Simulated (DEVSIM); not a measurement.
Structure: abrupt GaAs p-n junction, at 250 K.

Layer 1 from the left is GaAs, thickness (μm) 13.0, Na (cm⁻³) 1.5e16, τn (s) 2.2e-8, τp (s) 2.2e-8. Layer 2 from the left is GaAs, thickness (μm) 270, Nd (cm⁻³) 9.7e15, τn (s) 2.2e-8, τp (s) 2.2e-8.

Left contact: ohmic. Right contact: ohmic. Voltage is applied to the left contact. Recombination: SRH at mid-gap, Auger. Mobility is μmin + (μ − μmin)/(1 + (N/Nref)^α).

This is a model device: material constants are rounded textbook-type values typed into the input, and sizes, dopings and lifetimes were drawn at random. Values at 300 K; Nc and Nv go as T^1.5, mobilities as T to minus their exponent, the gap by Varshni's rule with the affinity fixed.

GaAs: gap (eV) 1.424, affinity (eV) 4.07, permittivity 12.9, Nc (cm⁻³) 4.7e17, Nv (cm⁻³) 9e18, μn (cm²/Vs) 8500, μp (cm²/Vs) 400, μn,min 500, μp,min 20, Nref,n 6e16, Nref,p 1.5e17, αn 0.39, αp 0.38, T exponent of μn 2.1, T exponent of μp 2.2, Cn (cm⁶/s) 1e-30, Cp (cm⁶/s) 1e-30, Varshni α (eV/K) 0.000541, Varshni β (K) 204.

Q: Estimate by hand the built-in potential, the peak field at zero bias, the capacitance at -3 V, and compare with a numerical solution.

A: 
- Built-in potential: ni = √(Nc Nv) exp(−Eg/2kT) = 4150 cm⁻³ with Eg = 1.446 eV; Vbi = kT/q ln(Na Nd/ni²) = 1.237 V; numerical 1.237 V.
- Peak field at zero bias: depletion approximation: W = √(2εVbi/(qN)) = 0.547 μm with N = 5.89e15 cm⁻³; field = 2Vbi/W = 45200 V/cm; numerical 44400 V/cm (estimate above by 1.8 %).
- Capacitance at -3 V: C = √(qεN / 2(Vbi + |V|)) = 11.3 nF/cm²; numerical 11.3 nF/cm² (estimate below by 0.51 %).

Model (solved in DEVSIM): 1D drift-diffusion, Boltzmann statistics, complete ionisation; no tunnelling, impact ionisation, image-force lowering or self-heating.
